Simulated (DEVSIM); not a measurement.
System: abrupt Si n-p junction, at 300 K.

```
layer (left to right)  material  thickness (μm)  Nd (cm⁻³)  Na (cm⁻³)  τn (s)  τp (s)
---------------------  --------  --------------  ---------  ---------  ------  ------
1                            Si           0.210     6.6e17          -  2.6e-6  2.6e-6
2                            Si            9.10          -     2.5e15  2.6e-6  2.6e-6
```

Left contact: ohmic. Right contact: ohmic. Voltage is applied to the left contact. Recombination: SRH at mid-gap, radiative, Auger. Mobility is constant in doping.

The device is made up for the run: typed textbook-type constants, with dimensions and the other settings drawn at random. Values at 300 K.

| parameter | Si |
|---|---|
| gap (eV) | 1.124 |
| affinity (eV) | 4.05 |
| permittivity | 11.7 |
| Nc (cm⁻³) | 2.86e19 |
| Nv (cm⁻³) | 3.1e19 |
| μn (cm²/Vs) | 1417 |
| μp (cm²/Vs) | 470 |
| B (cm³/s) | 4.7e-15 |
| Cn (cm⁶/s) | 2.8e-31 |
| Cp (cm⁶/s) | 9.9e-32 |

Simulated with DEVSIM: 1D drift-diffusion, Boltzmann statistics, complete ionisation; no tunnelling, impact ionisation, image-force lowering or self-heating.

The thickness of layer 2 was swept, all else fixed.

```csv
thickness of layer 2 (μm),dark forward voltage at 100 A/cm² (V),dark forward voltage at 1 A/cm² (V)
1.8,0.653,0.521
3.2,0.676,0.538
5.5,0.697,0.552
9.1,0.725,0.566
15,0.758,0.579
27,0.818,0.594
46,0.899,0.608
```

From the first row to the last the dark forward voltage at 100 A/cm² goes from 0.653 to 0.899. From the first row to the last the dark forward voltage at 1 A/cm² goes from 0.521 to 0.608.
